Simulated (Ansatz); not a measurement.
Worked example: self-consistent single point of PbO (P4/nmm, 4 atoms in the cell) in Ansatz (an electronic-structure program).

Method of the run: PBE with spin-orbit coupling (plane waves, PAW; Ansatz).

```xyz
4
Lattice="3.9800 0.0000 0.0000 0.0000 3.9800 0.0000 0.0000 0.0000 5.0200" Properties=species:S:1:pos:R:3 pbc="T T T"
Pb     1.9900     0.0000     3.8403
Pb     0.0000     1.9900     1.1797
O      1.9900     1.9900     0.0000
O      0.0000     0.0000     0.0000
```

Reference input (self-consistent single point, DFT, PBE, plane waves, default PAW files): kpoints.mp_grid.grid = 6 6 5; hamiltonian.xc = pbe; hamiltonian.pseudopotentials = {kind: paw} (the program's default PAW files); scf.occupations.method = fermi_dirac; scf.occupations.width = 0.05 eV. This run's input differs from it in these lines:

Ansatz 0.2 input:
```diff
@@ -16,2 +16,5 @@
   pseudopotentials: { kind: paw }
+magnetization:
+  noncollinear: true
+  spin_orbit: true
 scf:
```

The program printed (abridged):

```
SCF iter   1: F=—  HF=-25024.425965 eV  |F-HF|=—  |Δ(HF+E_count)|=         —  Δρ=4.47e-2  dr2=1.85e0  dr2_m=0.00e0 (ungated)  ethr=3.10e-3  |M|=0.00e0 ∫|m|=0.00e0 μB  |m|>n=0.0e0 m-floor=0.0e0 τ_xc=0.0e0  β_m=0.30  ⟨swp⟩=8.3  Hψ=3772  notcnv=0
all-band conjugate gradients solve this SCF's bands
preconditioner: auto → Resta (q_TF=auto, 2.433 Å⁻¹)
   [... lines left out ...]
SCF iter   8: F=—  HF=-25024.003383 eV  |F-HF|=—  |Δ(HF+E_count)|=   2.55e-6  Δρ=1.17e-5  dr2=1.21e-7  dr2_m=0.00e0 (ungated)  ethr=2.50e-10  |M|=0.00e0 ∫|m|=0.00e0 μB  |m|>n=0.0e0 m-floor=0.0e0 τ_xc=0.0e0  β_m=0.99  ⟨swp⟩=12.9  Hψ=3916  notcnv=0
SCF iter   9: F=-25024.003383 eV  HF=-25024.003383 eV  |F-HF|=7.72e-9  |Δ(HF+E_count)|=   1.52e-7  Δρ=2.70e-6  dr2=6.43e-9  dr2_m=0.00e0 (ungated)  ethr=2.50e-10  |M|=0.00e0 ∫|m|=0.00e0 μB  |m|>n=0.0e0 m-floor=0.0e0 τ_xc=0.0e0  ⟨swp⟩=5.9  Hψ=2684  notcnv=0
SCF 1 converged in 9 iterations: F = -25024.003383 eV  dr2 = 6.43e-9
Magnetization: |M| = 0.0000 μB,  M = (+0.0000, +0.0000, +0.0000) μB
Absolute magnetization: 0.0000 μB (∫|m|)
  site 0: m = (+0.0000, +0.0000, +0.0000) μB, |m| = 0.0000 μB  (R = 0.95 Å)
  site 1: m = (+0.0000, +0.0000, +0.0000) μB, |m| = 0.0000 μB  (R = 0.95 Å)
  site 2: m = (+0.0000, +0.0000, +0.0000) μB, |m| = 0.0000 μB  (R = 0.95 Å)
  site 3: m = (+0.0000, +0.0000, +0.0000) μB, |m| = 0.0000 μB  (R = 0.95 Å)
Free energy (F): -25024.003383 eV
Internal energy: -25024.003383 eV  (E = F + TS)
E sigma→0 (E₀):  -25024.003383 eV
Entropy (-TS):   -0.000000 eV (-0.000 meV/atom)
Fermi energy:    9.121459 eV
--- Forces (eV/Å), atoms counted from 1 ---
  atom   1  Pb    -0.00000000     0.00000000    -0.46209648
  atom   2  Pb     0.00000000     0.00000000     0.46209648
   [... lines left out ...]
  atom   4  O      0.00000000     0.00000000    -0.00000000
--- Stress (GPa, compression-positive) ---
        4.553325       0.000000      -0.000000
        0.000000       4.553325      -0.000000
       -0.000000      -0.000000       4.146813
  P = ⅓ Tr σ = 4.4178 GPa (44.178 kbar)
  The stress holds the Pulay correction. Without it, at fixed plane waves, as pw.x and ABINIT print it: P = 4.1061 GPa
```

The run converged in 9 iterations. Against the reference run the pressure goes from 4.65 to 4.42 GPa and the largest force goes from 0.432 to 0.462 eV/Å.

The starting cell has typed, rounded lattice constants, without a prior relaxation at this level. With a pressure of about 4 GPa the cell is away from its equilibrium volume at this level. Ansatz's pressure includes its estimate of the finite-basis (Pulay) stress. A gap is left out here, as mesh or smearing make it unsure.
